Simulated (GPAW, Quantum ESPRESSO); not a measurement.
A GPAW input for a self-consistent single point of YCuSi2Ni (I-4m2, 5 atoms in the cell) (DFT LDA (Perdew-Wang 92), plane waves, GPAW PAW datasets LDA (gpaw-data 1.0.1)):

```python
from ase import Atoms
from ase.units import GPa
from gpaw import GPAW, PW

atoms = Atoms(['Y', 'Si', 'Si', 'Cu', 'Ni'],
              cell=[[-2.030851, 2.030851, 5.003698],
                    [2.030851, -2.030851, 5.003698],
                    [2.030851, 2.030851, -5.003698]],
              scaled_positions=[[0.000000, 0.000000, 0.000000],
                                [0.622080, 0.622080, 0.000000],
                                [0.377920, 0.377920, 0.000000],
                                [0.250000, 0.750000, 0.500000],
                                [0.750000, 0.250000, 0.500000]],
              pbc=True)

calc = GPAW(mode=PW(850),
            xc='LDA',
            kpts=(9, 9, 9),
            occupations={'name': 'methfessel-paxton', 'width': 0.272, 'order': 0},
            nbands=-11,
            convergence={'forces': 0.001},
            symmetry={'symmorphic': False, 'tolerance': 0.0005},
            maxiter=100,
            txt='-')

atoms.calc = calc

energy = atoms.get_potential_energy()
print('Energy (eV):', round(energy, 6))
forces = atoms.get_forces()
print('Forces (eV/Ang):')
print(forces.round(5))
stress = atoms.get_stress()
print('Stress (GPa, Voigt):', (stress / GPa).round(4))
```

Task: Give the Quantum ESPRESSO input for the same structure, mesh, smearing and functional.

Result: This is the input that was run; spellings and numerical settings could be chosen otherwise.

```fortran
&control
  calculation = 'scf'
  prefix = 'pwscf'
  outdir = './out'
  pseudo_dir = './'
  tprnfor = .true.
  tstress = .true.
/
&system
  ibrav = 7
  A = 4.0617020000
  C = 10.0073960000
  nat = 5
  ntyp = 4
  ecutwfc = 50
  ecutrho = 400
  occupations = 'smearing'
  smearing = 'gauss'
  degauss = 0.019992
/
&electrons
  conv_thr = 1.0d-10
/
ATOMIC_SPECIES
Y     88.9058  y_lda_v1.4.uspp.F.UPF
Si    28.0850  si_lda_v1.uspp.F.UPF
Cu    63.5460  cu_lda_v1.2.uspp.F.UPF
Ni    58.6934  ni_lda_v1.4.uspp.F.UPF
ATOMIC_POSITIONS crystal
Y     0.0000000000    0.0000000000    0.0000000000
Si    0.0000000000    0.6220800000    0.6220800000
Si    0.0000000000    0.3779200000    0.3779200000
Cu   -0.5000000000    0.7500000000    0.2500000000
Ni   -0.5000000000    0.2500000000    0.7500000000
K_POINTS automatic
9 9 9  0 0 0
```

Basis settings and potentials, where a program has them, do not carry over. This input uses DFT, LDA (PZ), plane waves, GBRV 1.5 ultrasoft (LDA) pseudopotentials. LDA parametrisations can differ slightly between programs.

The starting cell comes from a database of computed structures (which also holds hypothetical and non-ambient phases and stackings), without a prior relaxation at this level. Its lattice was rescaled by a random factor within 2.5 % of one.
